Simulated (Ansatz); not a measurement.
# TiO2 in the anatase structure (space group I4_1/amd, No. 141)

```cif
data_O4Ti2
_chemical_formula_sum 'Ti2 O4'
_space_group_name_H-M_alt 'P 1'
_space_group_IT_number 1
_cell_length_a 5.47104
_cell_length_b 5.47104
_cell_length_c 5.47104
_cell_angle_alpha 139.695
_cell_angle_beta 139.695
_cell_angle_gamma 58.316
loop_
_space_group_symop_operation_xyz
  'x, y, z'
loop_
_atom_site_label
_atom_site_type_symbol
_atom_site_fract_x
_atom_site_fract_y
_atom_site_fract_z
_atom_site_occupancy
Ti1 Ti 0.50000 0.50000 0.00000 1
Ti2 Ti 0.25000 0.75000 0.50000 1
O1 O 0.29253 0.29253 0.00000 1
O2 O 0.04253 0.54253 0.50000 1
O3 O 0.45747 0.95747 0.50000 1
O4 O 0.70747 0.70747 0.00000 1
```

Calculations: PBEsol, PAW, 420 eV (Ansatz, an electronic-structure program; no spin-orbit coupling), earlier PAW set. Γ-centred 12×12×12 mesh, Fermi–Dirac width 0.05 eV.

Volume per atom: 11.32 Å³
Density: 3.91 g/cm³
Band gap: 2.11 eV, indirect, Γ–X (87 % along) → Γ
Total energy: -1199.959 eV/atom (σ→0; compares only within this code and set-up)

Whether these cells are dynamically stable was not tested. All final runs are without spin polarisation.
